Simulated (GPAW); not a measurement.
Input and output of a self-consistent single point for Mg2Zn (P6_3/mmc, 6 atoms in the cell) (GPAW).

Method of the run: PBEsol, GPAW PAW datasets PBEsol (made by gpaw-setup) (plane waves; GPAW 25.7.0).

```yaml
crystal:
  lattice:
    - [3.08820, 0.00000, 0.00000]
    - [-1.54410, 2.67446, 0.00000]
    - [0.00000, 0.00000, 14.52655]
  atoms:
    - { symbol: Mg, position: [0.33333, 0.66667, 0.40818] }
    - { symbol: Mg, position: [0.66667, 0.33333, 0.59182] }
    - { symbol: Mg, position: [0.66667, 0.33333, 0.90818] }
    - { symbol: Mg, position: [0.33333, 0.66667, 0.09182] }
    - { symbol: Zn, position: [0.66667, 0.33333, 0.25000] }
    - { symbol: Zn, position: [0.33333, 0.66667, 0.75000] }
```

Reference input (self-consistent single point, DFT LDA (Perdew-Wang 92), plane waves, GPAW PAW datasets LDA (gpaw-data 1.0.1)): mode = pw; ecut = 800 eV; xc = LDA; kpts = 10 10 2; mesh shift (steps) = 0 0 0; occupations.name = methfessel-paxton; occupations.width = 0.136 eV; occupations.order = 0; nbands = -10; symmetry.symmorphic = false; symmetry.tolerance = 0.0005; maxiter = 100. This run's input differs from it in these lines:

```diff
@@ -17,3 +17,3 @@
 calc = GPAW(mode={'name': 'pw', 'ecut': 800},
-            xc='LDA',
+            xc='PBEsol',
             kpts={'size': (10, 10, 2), 'gamma': True},
```

Its files differ too (potentials: GPAW PAW datasets PBEsol (made by gpaw-setup)).

Output, abridged:

```
     iter     time        total  log10-change:
                         energy   eigst   dens
iter:   1 --:--:--   -10.494046
iter:   2 --:--:--   -10.689711   -0.34  -1.53
iter:   3 --:--:--   -10.537057   -1.26  -1.56
iter:   4 --:--:--   -10.708283   -1.38  -1.68
iter:   5 --:--:--   -10.666505   -2.00  -1.92
iter:   6 --:--:--   -10.594562   -2.86  -2.34
iter:   7 --:--:--   -10.524868   -1.85  -2.38
iter:   8 --:--:--   -10.516290   -3.23  -2.81
iter:   9 --:--:--   -10.518295c  -3.54  -3.18
iter:  10 --:--:--   -10.517745c  -4.53  -3.13
iter:  11 --:--:--   -10.515695c  -3.84  -3.22
iter:  12 --:--:--   -10.515712c  -4.85  -3.74
iter:  13 --:--:--   -10.515806c  -5.03  -3.87
iter:  14 --:--:--   -10.515690c  -5.18  -3.86
iter:  15 --:--:--   -10.515712c  -5.40  -3.94
iter:  16 --:--:--   -10.515706c  -5.16  -3.91
iter:  17 --:--:--   -10.515684c  -5.75  -4.23c
iter:  18 --:--:--   -10.515683c  -6.86  -4.33c
iter:  19 --:--:--   -10.515680c  -6.03  -4.37c
iter:  20 --:--:--   -10.515678c  -6.31  -4.52c
iter:  21 --:--:--   -10.515677c  -6.37  -4.71c
iter:  22 --:--:--   -10.515677c  -7.79c -4.79c
Converged after 22 iterations.

Dipole moment: (0.000000, -0.000000, 0.000004) |e|*Ang

Energy contributions relative to reference atoms: (reference = -119396.232546)

Kinetic:        -11.701053
Potential:      +19.195086
External:        +0.000000
XC:             -17.776381
Entropy (-ST):   -0.028684
Local:           -0.218987
SIC:             +0.000000
--------------------------
Free energy:    -10.530019
Extrapolated:   -10.515677

Showing only first 2 kpts
 Kpt  Band  Eigenvalues  Occupancy
  0    30     -0.51238    2.00000
  0    31      2.58389    2.00000
  0    32      3.34891    2.00000
  0    33      7.37821    0.00000

  1    30      1.01229    2.00000
  1    31      1.01229    2.00000
  1    32      5.22995    0.00000
  1    33      5.22995    0.00000

Fermi level: 4.38601

No gap
   [... lines left out ...]
  0 Mg    0.00000    0.00000   -0.10358
  1 Mg   -0.00000   -0.00000    0.10358
  2 Mg    0.00000   -0.00000   -0.10358
  3 Mg    0.00000    0.00000    0.10358
  4 Zn    0.00000   -0.00000    0.00000
  5 Zn    0.00000    0.00000    0.00000

Stress tensor:
     0.006483    -0.000000     0.000000
    -0.000000     0.006483     0.000000
     0.000000     0.000000     0.013023
Stress (GPa, Voigt): [ 1.0388  1.0388  2.0865  0.      0.     -0.    ]
```

The run converged in 22 iterations. GPAW prints stress with tension positive. Against the reference run the pressure goes from -3.33 to -1.39 GPa and the largest force goes from 0.167 to 0.104 eV/Å.

The starting cell comes from a database of computed structures (which also holds hypothetical and non-ambient phases and stackings), without a prior relaxation at this level.

Cost on one core of a shared machine: roughly 2 min.
